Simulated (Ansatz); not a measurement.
Start from ZnSe in the zinc blende structure (space group F-43m, No. 216; a = 5.665 Å).

Levels (all Ansatz, an electronic-structure program, PAW): r2SCAN (500 eV, spin-orbit coupling left out); HSE06 (420 eV, no spin-orbit coupling).

The geometry is relaxed with r2SCAN.

| Item | Result |
|---|---|
| r2SCAN lowest conduction level above the VBM at special points | Γ 1.87 eV; L 3.05 eV; X 3.34 eV |

Predict the lowest conduction level above the VBM at special points from HSE06.

The lowest conduction level above the VBM at special points goes from Γ 1.87 eV; L 3.05 eV; X 3.34 eV to Γ 2.42 eV; L 3.65 eV; X 3.84 eV.

Single points use the geometry relaxed with r2SCAN. The levels and masses belong to the bands next to the band gap. No phonon test of stability was made.
